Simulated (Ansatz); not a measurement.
Start from CoO in the rock salt structure (space group Fm-3m, No. 225; ferromagnetic; relaxed with 0.1 eV smearing).

```
CoO
1.0
    0.00000     2.12347     2.12347
    2.12347     0.00000     2.12347
    2.12347     2.12347     0.00000
O Co
1 1
Direct
  0.00000   0.00000   0.00000
  0.50000   0.50000   0.50000
```

Cartesian axes are those of the cell as printed.

All numbers come from DFT with PBE, PAW potentials and a 420 eV plane-wave cutoff in Ansatz (a first-principles code), no SOC.

The change: the cell is scaled by 0.9898 in all directions, atoms relaxed at fixed cell.

Q: Predict the stress tensor and what it implies for the stiffness.

A: Stress of the strained cell less that of the base (GPa, compression positive):
```
    5.3     0.0     0.0
    0.0     5.3     0.0
    0.0     0.0     5.3
```

Then B = −ΔP/(ΔV/V₀) with ΔV/V₀ = -0.0303 gives secant stiffness values (nonlinear terms included at this strain): B ≈ 175 GPa.

As a check, the harmonic strain energy −½ V₀ Δσ:ε is 4.8 meV/atom; the computed energy rise is 4.7 meV/atom.

No phonon test of stability was made. No Hubbard U is applied and the magnetic state is the run's own (CoO ferromagnetic); other magnetic orders, which need larger cells, were not tried and can change the gap. In its common phase, real CoO is an antiferromagnetic insulator at low temperature.
